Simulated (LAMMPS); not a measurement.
LAMMPS 22 Jul 2025, classical MD, EAM (Finnis-Sinclair form) (Fe_mm.eam.fs): Fe, 2000 atoms.

```
Quantity                                                                                          Result
-----------------------------------------------  -------------------------------------------------------
task                                                                                             MD, nve
potential                                                       EAM (Finnis-Sinclair form), Fe_mm.eam.fs
copies of the repeat unit                                                                       10×10×10
shape (slab and sphere leave vacuum in the box)                                                     bulk
temperature                                                                                        800 K
steps                                                                                              10000
timestep                                                                                            2 fs
neighbor skin                                                                                        2 Å
neigh_modify                                                                   every 1 delay 0 check yes
thermo                                                                                               100
-sf                                                                                                  omp
newton                                                                                      on (default)
atom_modify sort (bins of 2 Å where set)                                                  1000 (default)
comm_style                                                                               brick (default)
box                                                                                 28.7 × 28.7 × 28.7 Å
start                                                    generated bcc lattice, warmed in an untimed run
compared values                                  energy and forces of the first step, drift over the run
```

Hardware: Arm Neoverse V2, 96 cores on 1 socket, no SMT, 1 L3 cache group.

Run on 1 rank × 32 threads, it takes 2.7 s from launch to exit:

```bash
# ahead of the timed run: OMP_NUM_THREADS=1 mpirun -np 48 lmp -in in.warm -log none -nocite
OMP_NUM_THREADS=32 mpirun -np 1 lmp -sf omp -pk omp 32 -in in.lmp -log log.lammps -nocite
```

From its output:

```
  using 32 OpenMP thread(s) per MPI task
  1 by 1 by 1 MPI processor grid
  2000 atoms
  master list distance cutoff = 7.3
  ghost atom cutoff = 7.3
Per MPI rank memory allocation (min/avg/max) = 30.89 | 30.89 | 30.89 Mbytes
3194.5% CPU use with 1 MPI tasks x 32 OpenMP threads
...
Loop time of 2.63199 on 32 procs for 10000 steps with 2000 atoms

Performance: 656.538 ns/day, 0.037 hours/ns, 3799.407 timesteps/s, 7.599 Matom-step/s
3194.5% CPU use with 1 MPI tasks x 32 OpenMP threads

MPI task timing breakdown:
Section |  min time  |  avg time  |  max time  |%varavg| %total
---------------------------------------------------------------
Pair    | 1.7689     | 1.7689     | 1.7689     |   0.0 | 67.21
Neigh   | 0.0010174  | 0.0010174  | 0.0010174  |   0.0 |  0.04
Comm    | 0.19102    | 0.19102    | 0.19102    |   0.0 |  7.26
Output  | 0.0027304  | 0.0027304  | 0.0027304  |   0.0 |  0.10
Modify  | 0.62902    | 0.62902    | 0.62902    |   0.0 | 23.90
Other   |            | 0.03929    |            |       |  1.49

Nlocal:           2000 ave        2000 max        2000 min
Histogram: 1 0 0 0 0 0 0 0 0 0
Nghost:           5303 ave        5303 max        5303 min
Histogram: 1 0 0 0 0 0 0 0 0 0
Neighs:         140552 ave      140552 max      140552 min
Histogram: 1 0 0 0 0 0 0 0 0 0

Total # of neighbors = 140552
Ave neighs/atom = 70.276
Neighbor list builds = 2
Dangerous builds = 0
```

Wall times, medians of two to five repeats, each run alone on the node (launch to exit). Unless noted, each process is bound to its own block of adjacent cores. The build: PyPI wheel: MPICH, OPENMP and OPT packages; another build can shift the numbers. Scratch files lie in a memory file system. A preparatory run goes ahead and isn't timed.

Question: What holds this run back, and which change relieves it on the same cores with the result kept within 1.0 meV/atom in energy, 10 meV/Å in forces on 48 atoms, 0.20 meV an atom in drift of the total energy?

Answer: The largest part is pair forces (Pair), 64 % of the time from launch to exit. One change that relieves it (others may too): going from 1 rank × 32 threads to 8 ranks × 4 threads, one of the fastest among the values tried that keep the result: 2.7 s to 1.5 s (1.9× as fast). The largest move is in pair forces (Pair): 1.8 s to 0.84 s. What the program resolved moves too: grid of ranks from 1 by 1 by 1 to 2 by 2 by 2. These two results differ by: energy equal as printed, forces on 48 atoms equal as printed, drift of the total energy equal as printed. Others tried: 16 ranks × 2 threads, suffix = omp (1.6 s); 32 ranks, suffix = omp (1.6 s); 32 ranks (1.6 s); 4 ranks × 8 threads, suffix = omp (1.7 s).
